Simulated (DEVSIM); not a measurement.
Device: TaN/SiO2/p-InP capacitor, at 300 K.

Layer 1 from the left is SiO2, thickness (nm) 8.80. Layer 2 from the left is InP, thickness (nm) 1500, Na (cm⁻³) 1.7e17.

Metal gate on the left, work function 4.4 eV. Fixed charge at the semiconductor interface -8.14e11 cm⁻² (in units of +e); no interface traps.

This is a model device: material constants are rounded textbook-type values typed into the input, and sizes, dopings and lifetimes were drawn at random. Values at 300 K.

SiO2: gap (eV) 9, affinity (eV) 0.9, permittivity 3.9. InP: gap (eV) 1.344, affinity (eV) 4.38, permittivity 12.5, Nc (cm⁻³) 5.7e17, Nv (cm⁻³) 1.1e19.

Model (solved in DEVSIM): 1D Poisson equation in equilibrium, Boltzmann statistics, complete ionisation; no quantum confinement or tunnelling. Metal contacts follow the ideal Schottky-Mott rule: no Fermi-level pinning, no interface dipoles.

**Question.** What does the simulation give for the flat-band voltage, the minimum of the low-frequency capacitance?

**Answer.** flat-band voltage -0.88 V; minimum of the low-frequency capacitance 0.0928 μF/cm².
